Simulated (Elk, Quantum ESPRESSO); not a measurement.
## Equation of state of zinc-blende ZnS (space group 216): energy against volume (Elk, LDA)

```yaml
crystal:
  lattice:
    - [0.00000, 2.59979, 2.59979]
    - [2.59979, 0.00000, 2.59979]
    - [2.59979, 2.59979, 0.00000]
  atoms:
    - { symbol: Zn, position: [0.00000, 0.00000, 0.00000] }
    - { symbol: S, position: [0.75000, 0.75000, 0.75000] }
```

Method: LDA (PW92), all-electron FP-LAPW, Elk's shipped species files, APW+lo basis with extra local orbitals (Elk). Settings: xctype = 3; rgkmax = 9.12; stype = 3; swidth = 0.000367493 Ha; ngridk = 11 11 11; tforce = true; gmaxvr = 18 1/bohr; lmaxapw = 10; lmaxo = 8; nxlo = 2; lorbcnd = true; lradstp = 2; nrmtscf = 2; rmtscf = 0.87; lmaxi = 4; sphere radii = {Zn: 2.088, S: 1.914} bohr. The cell above is the first row's. The rows scale it uniformly. In all rows fractional positions and the k mesh are held. E is the free energy at the stated smearing, counted from the lowest row.

```csv
V (Å^3/atom),E (meV/atom)
17.572,?
17.954,6.49
18.336,0.93
18.718,0.00
19.100,3.20
19.482,10.01
19.864,20.17
20.246,33.23
20.628,48.89
```

Problem. Fit E against V with the third-order Birch-Murnaghan form, a cubic in V^(-2/3), and predict the withheld value at V = 17.572.

Solution. With u = V^(-2/3) - 0.139, the rows have u = 0.006845, 0.004813, 0.002849, 0.000952, -0.000884, -0.002660, -0.004381, -0.006048. Least squares gives E = 6.272 - 3772.10·u + 548128·u² + 1101060·u³. Residuals (row less fit): 0.003, -0.007, 0.000, 0.021, -0.024, 0.007, 0.005, -0.002; standard error 0.017 (degrees of freedom: 4). Its minimum lies at u = 0.003406, so V0 = (0.142406)^(-3/2) = 18.61. There d²E/du² = 1119000 and d³E/du³ = 6606000, so B0 = (4/9) × 18.61^(-7/3) × 1119000 × 0.160218 = 86.8 GPa (the last factor turns the table's units into GPa), and B0' = 4 + (2/3) × 0.142406 × (6606000)/1119000 = 4.6. At the withheld row, u = 0.008951, so E = 6.272 - 3772.10 × 0.008951 + 548128 × 0.008951² + 1101060 × 0.008951³ = 17.214 meV/atom. The calculation gives 17.24 meV/atom, 0.026 meV/atom above the prediction (0.1 % of the range of E in the table). The row lies outside the fitted rows, so this is an extrapolation. From the scatter of the fitted rows alone, a prediction at this place has a standard error of 0.050 meV/atom, so the miss is 0.5 times that.

Carrying the step between the two nearest rows on in a straight line would have given 12.05, off by 5.19; series whose last step already gives the withheld value aren't shown. The scan was laid around a cell of about the measured size, scaled by a guess for this functional. The runs keep the symmetry of the cell, so they don't test it for distortions. A plane-wave scan with the same functional (Quantum ESPRESSO, GBRV) gives V0 = 18.62 Å^3/atom and B0 = 86.4 GPa; a Birch-Murnaghan fit to all rows here lies 0.0 % from it in V0 and 1 % in B0; the two differ in basis, and may differ in potentials and mesh. Values depend on the basis (sphere radii, cutoffs, local orbitals), which need not be converged. Sphere radii are the same in all rows. Cutoffs and mesh are single choices, not tested for convergence of this quantity. Series with a scatter that would blur these digits, or in which a gap closes, are not shown. Nor are scans whose minimum lies at an end fitted in this form.
